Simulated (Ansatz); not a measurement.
The parent structure is HfO₂ (space group P4_2/nmc, No. 137; a = 3.5675 Å, c = 5.1667 Å). Axes: x, y, z lie along a, b, c of the conventional cell.

Perturbation: uniaxial stress, 2 GPa compression along z; all other stress components relax to zero.

Levels (all Ansatz, an electronic-structure program, PAW, earlier PAW set): PBEsol (420 eV, no spin-orbit coupling); r2SCAN (500 eV, no spin-orbit coupling).

The geometry is relaxed with PBEsol.

| Item | Value |
|---|---|
| PBEsol band gap | 4.55 eV |
| PBEsol pressure | 0.67 GPa |
| PBEsol smallest direct gap | 4.63 eV |

Question: How does going to r2SCAN change the band gap, pressure and smallest direct gap?

Answer: The band gap rises by 0.65 eV, from 4.55 eV to 5.20 eV; the pressure goes up by 2.17 GPa, from 0.67 GPa to 2.84 GPa; the smallest direct gap increases by 0.675 eV, from 4.63 eV to 5.30 eV.

Single points use the geometry relaxed with PBEsol. Their cutoffs differ, which shifts pressures a little. With Hf present, leaving out spin-orbit coupling can change the band edges. Load acts through the strain it causes; cell and atoms are relaxed under it. Stability under load was not tested beyond the relaxation. This is not the structure that HfO2 has at room temperature and ambient pressure.
